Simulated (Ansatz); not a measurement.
**Carrier properties of BP (I-4m2)**

Consider the following.

```yaml
crystal:
  lattice:
    - [0.00000, 2.19695, 2.28959]
    - [2.19695, 0.00000, 2.28959]
    - [2.19695, 2.19695, 0.00000]
  atoms:
    - { symbol: B, position: [0.00000, 0.00000, 0.00000] }
    - { symbol: P, position: [0.25000, 0.25000, 0.25000] }
```

These are r2SCAN with spin-orbit coupling, rigid bands (plane waves, PAW; Ansatz, a first-principles code) values and carry that method's errors. Condition of this run: biaxial stress in (001) of 12 GPa (compression positive) (the target of the relaxation). How the cell was made: cell and atoms relaxed with PBEsol, then loaded as said.

```yaml
band_gap: 0.98 eV
electron conductivity mass (300 K, dilute): 0.39 (x), 0.39 (y), 0.24 (z) mₑ
hole conductivity mass (300 K, dilute): 0.37 (x), 0.37 (y), 0.25 (z) mₑ
effective density of states N_c (300 K): 2.8e19 cm⁻³
effective density of states N_v (300 K): 1.1e19 cm⁻³
density_of_states_mass_electrons: 1.06 mₑ
density_of_states_mass_holes: 0.59 mₑ
Seebeck coefficient, n-type 1e19 cm⁻³, 300 K: -301 μV/K
best n-type power factor at 300 K for τ = 10 fs (best axis; densities from 1e16 to 1e21 cm⁻³ tried, whether or not they can be reached): 18.6 μW/(cm·K²) at 1e20 cm⁻³
Seebeck coefficient, p-type 1e19 cm⁻³, 300 K: 264 μV/K
best p-type power factor at 300 K for τ = 10 fs (best axis; densities from 1e16 to 1e21 cm⁻³ tried, whether or not they can be reached): 9.7 μW/(cm·K²) at 3e19 cm⁻³
```

Rigid bands; masses and Seebeck coefficients take one relaxation time τ for all states and one kind of carrier; polarons and phonon drag are left out. Geometry: cell and atoms relaxed with PBEsol.
